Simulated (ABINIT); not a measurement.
**Worked example: self-consistent single point of Zn2GaCuSe4 (I-42m, 8 atoms in the cell) in ABINIT**

Computed with LDA (PW92), PAW (JTH v2.0 LDA PAW) (plane waves; ABINIT).

Input as run:

```
# Zn2GaCuSe4, JTH v2.0 LDA PAW
pp_dirpath "./"
pseudos "Zn.LDA_PW-JTH.xml, Ga.LDA_PW-JTH.xml, Cu.LDA_PW-JTH.xml, Se.LDA_PW-JTH.xml"
acell 6.9691188888 6.9691188888 6.9691188888 Angstrom
rprim
        -0.4094204799    0.4094204799    0.8153218636
         0.4094204799   -0.4094204799    0.8153218636
         0.4094204799    0.4094204799   -0.8153218636
natom 8
ntypat 4
znucl 30 31 29 34
typat 1 1 2 3 4 4 4 4
xcart
         0.0000000000    2.8533000000    2.8410375000
         2.8533000000    0.0000000000    2.8410375000
         0.0000000000   -0.0000000000    5.6820750000
         0.0000000000    0.0000000000    0.0000000000
         1.4195167500    1.4195167500   -1.3960858275
        -1.4337832500    1.4337832500    7.0781608275
         1.4337832500    1.4337832500    4.2859891725
         1.4337832500   -1.4337832500    7.0781608275
      Angstrom
ecut 816 eV
pawecutdg 1633 eV
pawxcdev 0
ixc 7
occopt 3
tsmear 0.02 eV
nband 51
kptopt 1
ngkpt 3 3 3
nshiftk 1
shiftk 0 0 0
nstep 50
tolvrs 1.0e-11
prtwf 0
prtden 0
prtvol 1
enunit 1
```

Output, abridged:

```
 Symmetries : space group I-4 2 m (#121); Bravais tI (body-center tetrag.)

 -outvars: echo values of preprocessed input variables --------
            acell      1.3169726087E+01  1.3169726087E+01  1.3169726087E+01 Bohr
             ecut      2.99874495E+01 Hartree
           enunit           1
              ixc           7
         kptrlatt        3    0    0      0    3    0      0    0    3
          kptrlen      3.23517334E+01
            natom           8
            nband          51
            ngfft          72      72      72
          ngfftdg          96      96      96
             nkpt           6
            nstep          50
             nsym           8
           ntypat           4
           occopt           3
        pawecutdg      6.00116484E+01 Hartree
         pawxcdev           0
            rprim     -4.0942047990E-01  4.0942047990E-01  8.1532186360E-01
                       4.0942047990E-01 -4.0942047990E-01  8.1532186360E-01
                       4.0942047990E-01  4.0942047990E-01 -8.1532186360E-01
          spgroup         121
           tolvrs      1.00000000E-11
           tsmear      7.34986508E-04 Hartree
            typat      1  1  2  3  4  4  4  4
           useylm           1
             xred      7.4999999999E-01  2.4999999999E-01  5.0000000000E-01
                       2.4999999999E-01  7.4999999999E-01  5.0000000000E-01
                       4.9999999999E-01  4.9999999999E-01  0.0000000000E+00
                      -5.8409943549E-12 -5.8409943549E-12  0.0000000000E+00
                       1.2589999999E-01  1.2589999999E-01  4.9749999999E-01
                       8.7409999999E-01  3.7159999999E-01  0.0000000000E+00
                       6.2840000000E-01  6.2840000000E-01  5.0250000001E-01
                       3.7159999999E-01  8.7409999999E-01  0.0000000000E+00
            znucl       30.00000   31.00000   29.00000   34.00000

== DATASET  1 ==================================================================

 Exchange-correlation functional for the present dataset will be:
  LDA: Perdew-Wang 92 LSD fit to Ceperley-Alder data - ixc=7
 Citation for XC functional:
  J.P.Perdew and Y.Wang, PRB 45, 13244 (1992)

 Real(R)+Recip(G) space primitive vectors, cartesian coordinates (Bohr,Bohr^-1):
 R(1)= -5.3919556  5.3919556 10.7375656  G(1)=  0.0000000  0.0927307  0.0465655
 R(2)=  5.3919556 -5.3919556 10.7375656  G(2)=  0.0927307  0.0000000  0.0465655
 R(3)=  5.3919556  5.3919556-10.7375656  G(3)=  0.0927307  0.0927307  0.0000000
 Unit cell volume ucvol=  1.2487009E+03 bohr^3
 Angles (23,13,12)=  1.31663129E+02  1.31663129E+02  7.07616011E+01 degrees

 Coarse grid specifications (used for wave-functions):

 getcut: wavevector=  0.0000  0.0000  0.0000  ngfft=  72  72  72
         ecut(hartree)=     29.987   => boxcut(ratio)=   2.21781

 Fine grid specifications (used for densities):

 getcut: wavevector=  0.0000  0.0000  0.0000  ngfft=  96  96  96
         ecut(hartree)=     60.012   => boxcut(ratio)=   2.09033

   1.56913319E+04                                ecore*ucvol(ha*bohr**3)

_setup2: Arith. and geom. avg. npw (full set) are    9797.444    9797.440

--- !BeginCycle
solver: {iscf: 17, nstep: 50, nline: 4, wfoptalg: 10, }
tolerances: {tolvrs: 1.00E-11, }
...

     iter   Etot(hartree)      deltaE(h)  residm     nres2
 ETOT  1  -424.81065592952    -4.248E+02 3.561E+01 4.107E+02
 ETOT  2  -452.22352449369    -2.741E+01 4.042E+00 8.728E+03
 ETOT  3  -445.21704569146     7.006E+00 1.123E+00 2.963E+02
 ETOT  4  -445.43344243749    -2.164E-01 5.938E-01 5.971E+02
 ETOT  5  -445.51535865671    -8.192E-02 2.970E-01 9.692E+01
 ETOT  6  -445.45545506073     5.990E-02 7.197E-02 7.081E+01
   [... 19 lines left out ...]
 ETOT 26  -445.29493915392    -2.120E-11 1.124E-05 6.608E-09
 ETOT 27  -445.29493915392     8.185E-12 1.389E-05 5.996E-09
 ETOT 28  -445.29493915392    -3.922E-12 1.176E-05 1.013E-09
 ETOT 29  -445.29493915392     5.343E-12 1.277E-05 6.662E-11
 ETOT 30  -445.29493915392    -5.286E-12 1.061E-05 6.907E-12

 At SCF step   30       nres2   =  6.91E-12 < tolvrs=  1.00E-11 =>converged.

 Cartesian components of stress tensor (hartree/bohr^3)
  sigma(1 1)=  1.83518399E-04  sigma(3 2)=  0.00000000E+00
  sigma(2 2)=  1.83518399E-04  sigma(3 1)=  0.00000000E+00
  sigma(3 3)=  1.85949616E-04  sigma(2 1)=  0.00000000E+00

 ----iterations are completed or convergence reached----

 reduced coordinates (array xred) for    8 atoms
       0.749999999994      0.249999999994      0.500000000000
       0.249999999994      0.749999999994      0.500000000000
       0.499999999994      0.499999999994      0.000000000000
      -0.000000000006     -0.000000000006      0.000000000000
       0.125899999994      0.125899999994      0.497499999994
       0.874099999994      0.371599999988      0.000000000000
       0.628400000000      0.628400000000      0.502500000006
       0.371599999988      0.874099999994      0.000000000000
 cartesian forces (eV/Angstrom) at end:
    1     -0.00000000000000     0.00000000000000     0.00000000000000
    2     -0.00000000000000     0.00000000000000     0.00000000000000
    3     -0.00000000000000     0.00000000000000     0.00000000000000
    4      0.00000000000000     0.00000000000000     0.00000000000000
    5     -0.05610259656698    -0.05610259656698     0.03752842824238
    6     -0.05610259656698     0.05610259656698    -0.03752842824238
    7      0.05610259656698     0.05610259656698     0.03752842824238
    8      0.05610259656698    -0.05610259656698    -0.03752842824238
 frms,max,avg= 3.5831517E-02 5.6102597E-02   0.000E+00  0.000E+00  0.000E+00 e/A
 length scales= 13.169726087352 13.169726087352 13.169726087352 bohr
              =  6.969118888800  6.969118888800  6.969118888800 angstroms
 Fermi (or HOMO) energy (eV) =   2.22917   Average Vxc (eV)=  -9.49370
 Eigenvalues (   eV  ) for nkpt=   6  k points:
 kpt#   1, nband= 51, wtk=  0.03704, kpt=  0.0000  0.0000  0.0000 (reduced coord)
-108.35371  -66.22346  -66.18698  -66.18698  -13.08878  -13.08036  -13.08036  -12.97347
 -12.96488  -11.76471  -10.54714  -10.54714  -10.54503   -4.95456   -4.89917   -4.89917
  -4.83099   -4.78597   -4.77177   -4.70096   -4.65391   -4.62125   -4.62125   -4.44453
  -3.04842   -2.63410   -1.61827   -1.54816   -1.36791   -1.36791   -0.83691   -0.83691
  -0.04351    0.15398    0.15398    0.46817    0.85348    2.04709    2.04709    2.10711
   2.34932    4.34427    4.67116    6.55805    6.55805    6.80448    6.95404    7.10746
   7.16160    7.16160    8.53156
 prteigrs : prtvol=0 or 1, do not print more k-points.

--- !EnergyTerms
comment             : Components of total free energy in Hartree
kinetic             :  4.29187490008726E+01
hartree             :  1.48687753218996E+02
xc                  : -3.29411771286470E+01
Ewald energy        : -2.25930103420359E+02
psp_core            :  1.25661250163470E+01
local_psp           : -4.04008747457606E+02
spherical_terms     :  1.34124639024673E+01
internal            : -4.45294936867929E+02
'-kT*entropy'       : -1.92161120476012E-06
total_energy        : -4.45294938789540E+02
total_energy_eV     : -1.21170915103174E+04
...

-Cartesian components of stress tensor (GPa)         [Pressure= -5.4231E+00 GPa]
- sigma(1 1)=  5.39929679E+00  sigma(3 2)=  0.00000000E+00
- sigma(2 2)=  5.39929679E+00  sigma(3 1)=  0.00000000E+00
- sigma(3 3)=  5.47082566E+00  sigma(2 1)=  0.00000000E+00

 Calculation completed.
```

The run converged in 30 iterations.

The starting cell comes from a database of computed structures (which also holds hypothetical and non-ambient phases and stackings), without a prior relaxation at this level. Spin polarisation is off. With a pressure of about -5 GPa the cell is away from its equilibrium volume at this level.

Cost on one core of a shared machine: roughly 5 min.
